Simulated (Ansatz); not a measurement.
## Ru, response to strain

The reference is Ru in the hcp (Mg type) structure (space group P6_3/mmc, No. 194; a = 2.7046 Å, c = 4.2601 Å). Axes: x lies along a and z along c of the hexagonal cell.

Strains are applied to the cell and any free atomic positions relax; under biaxial strain the out-of-plane vector relaxes too; under stress the whole cell relaxes.

The values are results of r2SCAN in Ansatz (plane waves to 500 eV, PAW, no spin-orbit coupling), not measurements.

Notes on the quantities. pressure: mean of the normal stresses, compression positive.

```csv
change,pressure,shortest interatomic distance
base,0.0 GPa,2.641 Å
"biaxial strain +0.46 %, plane normal [001], relaxed out of plane",[?],2.641 Å
"biaxial strain +1.60 %, plane normal [001], relaxed out of plane",-6.9 GPa,2.642 Å
isotropic strain −2.65 %,33.1 GPa,2.571 Å
uniaxial strain ε_zz = −1.06 %,[?],2.623 Å
"uniaxial stress, 8 GPa compression along x",–,2.639 Å
```

Some entries are withheld; estimate them.


- biaxial strain +0.46 %, plane normal [001], relaxed out of plane, pressure: -2.1 GPa
- uniaxial strain ε_zz = −1.06 %, pressure: 3.9 GPa

Without a gap, meshes like the base's 20×20×11 leave anisotropic stresses uncertain by several tenths of a GPa, and small strain energies with them. Beyond what the load breaks, stability against distortions was not tested. The final runs are not spin-polarised.

Ansatz is a program for electronic structure.
